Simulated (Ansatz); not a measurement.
The reference is HfS2 in the CdI2 type structure (space group P-3m1, No. 164; a = 3.547 Å, c = 5.577 Å; layered, stacked along the Cartesian z axis).

The values are results of PBEsol-D3(BJ) (Ansatz, a quantum-chemistry and plane-wave program; PAW; 420 eV plane waves; scalar-relativistic without spin-orbit coupling), not measurements.

Before the change:

```
Quantity     Value
--------  --------
Pressure  0.1 kbar
```

Now apply this change: the cell is scaled by 1.0595 in all directions, atoms relaxed at fixed cell.

Question: What happens to the pressure?

Answer: The pressure (mean of the normal stresses, compression positive) decreases by 62.15 kbar, from 0.1 kbar to -62.1 kbar.

Question: How does this affect the largest internal atomic displacement?

Answer: The largest internal atomic displacement comes out as 0.176 Å.

Question: What happens to the energy relative to the base?

Answer: The energy rises by 87 meV/atom.

The cells carry an imposed strain or load. Stability against distortions was not tested.
